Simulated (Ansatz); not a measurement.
Start from LuN in the zinc blende structure (space group F-43m, No. 216; a = 5.134 Å; a hypothetical phase, not in the database extracts checked).

(Cell as relaxed with PBE.)

Levels (all Ansatz, an electronic-structure program, PAW): PBE (420 eV, no spin-orbit coupling); PBEsol (420 eV, scalar-relativistic without spin-orbit coupling).

Each level relaxes its own structure.

```json
[
 {"quantity": "volume per atom", "PBE": "16.91 Å³", "PBEsol": "16.31 Å³"},
 {"quantity": "lattice parameter a", "PBE": "5.134 Å", "PBEsol": "5.072 Å"},
 {"quantity": "band gap", "PBE": "2.12 eV", "PBEsol": "2.16 eV"},
 {"quantity": "gap character", "PBE": "indirect, W → Γ", "PBEsol": "indirect, W → Γ"},
 {"quantity": "electron mass", "PBE": "0.30 mₑ", "PBEsol": "0.30 mₑ"}
]
```

PBE's volume per atom lies 0.60 Å³ above PBEsol's (3.7 %); PBE's lattice parameter a lies 0.0613 Å above PBEsol's (1.2 %); PBE's band gap lies 0.04 eV below PBEsol's; the two agree on the gap character and electron mass. Neither level is exact; PBEsol is the comparison here, not a measurement.

Masses are band curvatures over ±0.01 Å⁻¹ around the edge. Stability against distortions was not tested.
